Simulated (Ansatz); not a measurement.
**A computed series for TiAl2: pressure series**

Take TiAl$_{2}$ (space group I4_1/amd, No. 141; a cell from a computed database, its experimental status unchecked) as the base.

```
TiAl2
1.0
   -1.96750     1.96750    12.05611
    1.96750    -1.96750    12.05611
    1.96750     1.96750   -12.05611
Ti Al
4 8
Cartesian
  0.00000   1.96750   4.14794
  0.00000   0.00000  22.23210
  0.00000   0.00000   1.88011
  0.00000   1.96750   7.90816
  0.00000   0.00000   9.97096
  1.96750   0.00000   3.94291
  1.96750   0.00000   8.11320
  0.00000   0.00000  14.14125
  0.00000   0.00000   6.03076
  1.96750   0.00000   0.00271
  1.96750   0.00000  12.05340
  0.00000   0.00000  18.08145
```

Cell and atoms are relaxed at each pressure.

Calculations: PBEsol, PAW, 420 eV (Ansatz, a program for electronic structure; without spin-orbit coupling).

```tsv
pressure (GPa)	volume per atom (Å³/atom)
-2	15.839
-1	?
0	15.557
0.3	15.516
0.7	15.463
3	15.175
5	14.945
7.5	14.679
10	14.433
```

Task: Fit the third-order Birch–Murnaghan form P(V) = (3B₀/2)[(V₀/V)^(7/3) − (V₀/V)^(5/3)]·[1 + (3/4)(B₀′ − 4)((V₀/V)^(2/3) − 1)] (squares taken in P) to the rows shown and predict the withheld row.

Result: Least squares on the printed values gives V₀ = 15.557 Å³/atom, B₀ = 115 GPa, B₀′ = 3.9; this predicts 15.695 Å³/atom, and the run gives 15.694 Å³/atom, in agreement.

Load acts through the strain it causes; cell and atoms are relaxed under it. No phonon test of stability was made. No other phases were tried under pressure. The final runs are not spin-polarised.
